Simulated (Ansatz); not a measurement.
InSe (P-6m2, No. 187; cell taken from a computed entry) was calculated with r²SCAN (Ansatz, an electronic-structure program, plane waves, PAW).

Numerical settings: plane-wave cutoff 560 eV, 12×12×2 k mesh (along the axes of the cell as run), Fermi–Dirac smearing 0.01 eV, scalar-relativistic PAW data made under PBE.

Computed at the level's own relaxed cell.

Give the computed band gap, lattice parameter a and lattice parameter c.


- band gap: 0.93 eV
- lattice parameter a: 4.043 Å
- lattice parameter c: 17.393 Å

Note: the cell comes from a level without a dispersion term, which matters for the spacing of layers, chains or molecules; the cell has widely spaced layers and the level no dispersion term, so their spacing and the moduli can rest on weak binding.

Spin–orbit coupling is not included.

Computed values are for the static lattice.

It cost around 3 core-minutes (rough) of CPU time.
